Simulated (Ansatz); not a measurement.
Base system: Cu in the fcc (Cu type) structure (space group Fm-3m, No. 225; relaxed with 0.1 eV smearing).

```
CELL_PARAMETERS angstrom
      0.00000     1.78169     1.78169
      1.78169     0.00000     1.78169
      1.78169     1.78169     0.00000
ATOMIC_POSITIONS crystal
  Cu 0.00000 0.00000 0.00000
```

Cartesian axes are those of the cell as printed.

The values are results of plane-wave PAW DFT at the PBEsol level (Ansatz, a quantum-chemistry and plane-wave program, 420 eV), scalar-relativistic without spin-orbit coupling, earlier PAW set, not measurements.

Strains are applied to the cell and any free atomic positions relax; under biaxial strain the out-of-plane vector relaxes too.

One change was made to it. Results:

| quantity | base | after |
|---|---|---|
| energy relative to the base (free energy F) | 0 meV/atom | +8.2 meV/atom |
| pressure (mean of the normal stresses, compression positive) | 0.0 GPa | 0.4 GPa |
| shortest interatomic distance | 2.520 Å | 2.457 Å |

**Question.** What was done to the base?
(A) tensor shear ε_xz = −2.47 %
(B) biaxial strain +0.81 %, plane normal [111], relaxed out of plane
(C) isotropic strain +1.32 %

**Answer.** A, tensor shear ε_xz = −2.47 %. For comparison, the pressure in the other runs: isotropic strain +1.32 % gives -6.0 GPa; biaxial strain +0.81 %, plane normal [111], relaxed out of plane gives -1.7 GPa.

Whether these cells are dynamically stable was not tested. All final runs are without spin polarisation.
